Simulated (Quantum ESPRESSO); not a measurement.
**Pressure against volume in fcc Rh (space group 225) (Quantum ESPRESSO, PBEsol)**

```
CELL_PARAMETERS angstrom
      0.00000     1.84483     1.84483
      1.84483     0.00000     1.84483
      1.84483     1.84483     0.00000
ATOMIC_POSITIONS crystal
  Rh 0.00000 0.00000 0.00000
```

Level of theory: PBEsol, GBRV 1.5 ultrasoft (PBESOL) pseudopotentials (plane waves; Quantum ESPRESSO 7.5). Settings: ecutwfc = 52 Ry; ecutrho = 416 Ry; occupations = smearing; smearing = fermi-dirac; degauss = 0.0036749 Ry; potentials = {Rh: rh_pbesol_v1.4.uspp.F.UPF}; K_POINTS = automatic 27 27 27 0 0 0; conv_thr = 1e-10 Ry; mixing_beta = 0.3. The cell above is the first row's. The rows scale it uniformly. In all rows the k mesh is held.

| V (Å^3/atom) | P (GPa) |
|---|---|
| 12.557 | ? |
| 12.830 | 18.15 |
| 13.103 | 10.42 |
| 13.376 | 3.58 |
| 13.649 | -2.46 |
| 13.922 | -7.81 |
| 14.195 | -12.52 |
| 14.468 | -16.66 |
| 14.741 | -20.31 |

Taking a cubic for P over the 8 complete rows: With u = V - 13.8, the rows have u = -0.9700, -0.6970, -0.4240, -0.1510, 0.1220, 0.3950, 0.6680, 0.9410. Least squares gives P = -5.509 - 19.4189·u + 4.5099·u² - 0.6293·u³. Residuals (row less fit): 0.005, -0.010, -0.003, 0.012, 0.002, -0.005, -0.004, 0.003; standard error 0.009 (degrees of freedom: 4). The fitted pressure is zero at V0 = 13.53, where dP/dV = -21.96, so B0 = -V0·dP/dV = 297 GPa.

Task: Predict the withheld P at V = 12.557 from the fit, and compare with the calculation.

Result: u = -1.2430, so P = -5.509 - 19.4189 × (-1.2430) + 4.5099 × (-1.2430)² - 0.6293 × (-1.2430)³ = 26.805 GPa. The calculation gives 26.88 GPa, 0.075 GPa above the prediction (0.2 % of the range of P in the table). The row lies outside the fitted rows, so this is an extrapolation. From the scatter of the fitted rows alone, a prediction at this place has a standard error of 0.024 GPa, so the miss is 3.1 times that.

Carrying the step between the two nearest rows on in a straight line would have given 25.88, off by 1.00; series whose last step already gives the withheld value aren't shown. The scan was laid around a cell of about the measured size, scaled by a guess for this functional. Spin polarisation is off. Cutoffs and mesh are single choices, not tested for convergence of this quantity. Series with a scatter that would blur these digits, or in which a gap closes, are not shown.

Terms beyond the fitted order, or numerical noise in single rows, can give a miss of this size; the table doesn't tell which.
